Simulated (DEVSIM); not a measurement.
Device: Al/HfO2/p-Ge capacitor, at 300 K.

| layer (left to right) | material | thickness (nm) | Na (cm⁻³) |
|---|---|---|---|
| 1 | HfO2 | 4.00 | - |
| 2 | Ge | 8200 | 5.2e15 |

Metal gate on the left, work function 4.1 eV. Fixed charge at the semiconductor interface 0 cm⁻² (in units of +e); no interface traps.

This is a model device: material constants are rounded textbook-type values typed into the input, and sizes, dopings and lifetimes were drawn at random. Values at 300 K.

```csv
parameter,HfO2,Ge
gap (eV),5.7,0.664
affinity (eV),2.5,4
permittivity,22,16
Nc (cm⁻³),-,1.04e19
Nv (cm⁻³),-,6e18
```

Model (solved in DEVSIM): 1D Poisson equation in equilibrium, Boltzmann statistics, complete ionisation; no quantum confinement or tunnelling. Metal contacts follow the ideal Schottky-Mott rule: no Fermi-level pinning, no interface dipoles.

The interface trap density was swept, all else fixed.

```tsv
interface trap density (cm^-2 eV^-1)	minimum of the low-frequency capacitance (μF/cm²)
0	0.0588
1e10	0.0604
1e11	0.0744
3e11	0.105
1e12	0.210
2e12	0.352
```

From the first row to the last the minimum of the low-frequency capacitance goes from 0.0588 to 0.352.
